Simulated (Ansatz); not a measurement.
**Effect of isotropic strain +2.79 % on InAs**

Base system: InAs in the zinc blende structure (space group F-43m, No. 216; a = 6.109 Å).

The change: an isotropic linear strain of +2.79 %, atoms relaxed at fixed cell.

Computed with Kohn–Sham DFT with the r2SCAN functional, run in Ansatz (a first-principles code) with PAW and 500 eV plane waves, no SOC. k-mesh 9×9×9 (Γ-centred); smearing 0.05 eV (Fermi–Dirac).

```csv
quantity,base,changed,shift
volume per atom,28.50 Å³,30.96 Å³,+2.453 Å³
space group,F-43m (No. 216),F-43m (No. 216),–
shortest interatomic distance,2.645 Å,2.719 Å,+0.074 Å
energy relative to the base (free energy F),0 meV/atom,+32 meV/atom,+32 meV/atom
pressure,0.0 GPa,-3.9 GPa,-3.9 GPa
band gap,0.08 eV,zero,–
```

A case with no gap was solved on a k-mesh chosen for an insulator, which is coarse for it. Stability against distortions was not tested. All final runs are without spin polarisation. The zero or small gap of InAs can change with the level of theory.
